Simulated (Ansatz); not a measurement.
The starting structures come from a database of crystals and need not be the phases stable at ambient conditions.

 Where the default PAW files enter, the runs use the earlier of Ansatz's two default sets.

By PBEsol, the system below comes out a metal.

Given:

```xyz
3
Lattice="5.3916 0.0000 0.0000 2.6958 5.1125 0.0000 2.6958 -0.4738 1.4826" Properties=species:S:1:pos:R:3 pbc="T T T"
Ta     7.1888     3.4572     1.1049
Ta     3.5944     1.1815     0.3776
N      0.0000     0.0000     0.0000
```

Space group of this cell: P-3m1, anti-CdI2 type. The cell is taken as given; by PBEsol its mean pressure is -9.2 GPa.

The current flows along the normal of the first two printed cell vectors, the (111) plane of the conventional cell. No spin-orbit coupling; the value is a mean over 0.1 eV about the Fermi level.

Q: Give the ballistic conductance per area that PBEsol run with Ansatz (a program for electronic structure) yields.

A: 0.69 × 10¹⁵ S/m² for both spins.
